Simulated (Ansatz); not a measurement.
Take NiSi (space group Pnma, No. 62; a = 5.1230 Å, b = 3.3418 Å, c = 5.5681 Å; non-magnetic) as the base.

Level of theory: r2SCAN (Ansatz, an electronic-structure program; PAW; 500 eV plane waves; spin-orbit coupling left out), earlier PAW set.

One change was made to it. Results:

| quantity | base | after |
|---|---|---|
| volume per atom | 11.92 Å³ | 11.72 Å³ |
| band gap | zero | zero |

**Question.** Name the change that was made.
A) pressure 3 GPa
B) pressure 7.5 GPa
C) pressure 0.7 GPa
D) pressure 0.3 GPa

**Answer.** A, pressure 3 GPa. For comparison, the volume per atom in the other runs: pressure 0.3 GPa gives 11.90 Å³; pressure 0.7 GPa gives 11.87 Å³; pressure 7.5 GPa gives 11.46 Å³.

Load acts through the strain it causes; cell and atoms are relaxed under it. No phonon test of stability was made. Competing high-pressure phases were not computed. Starting moments died away, wholly or in part, for the base; another magnetic solution may exist. The final runs are not spin-polarised.
